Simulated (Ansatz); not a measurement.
For HfTe2 (model structure, started from the rutile type, P4₂/mnm, No. 136, 6 atoms in the cell), LDA (Ansatz, an electronic-structure program, plane waves, PAW) gives:

| Property | Result |
|---|---|
| lattice constant a | 6.850 Å |
| lattice parameter c | 3.879 Å |
| bulk modulus B0 | 62.1 GPa |
| cohesive energy | 5.35 eV/atom |

Question: What does PBEsol (Ansatz, PAW) give for the same quantities?

Answer: 
- lattice constant a: 6.907 Å (grows by 0.8 %)
- lattice parameter c: 3.922 Å (goes up by 1.1 %)
- bulk modulus: 57.8 GPa (decreases by 6.9 %)
- cohesive energy: 4.88 eV/atom (drops by 0.47 eV/atom)

Changes are worked out from the printed values.

Unless a cell is named, each level is at its own relaxed cell (LDA 30.34, PBEsol 31.19 Å³/atom).

Levels without +SOC leave out spin–orbit coupling, which shifts energies and cells of such heavy elements.

Caveats: the bulk modulus is −V dP/dV from two relaxed cells at ±2 % in volume (LDA, PBEsol). Ansatz's density-functional and Hartree–Fock values are scalar-relativistic unless marked +SOC, with PAW data made under PBE.

A model structure was made by putting elements into a prototype or built by hand; it is no filed structure, need not be a known phase, and can be a saddle point held by its symmetry.
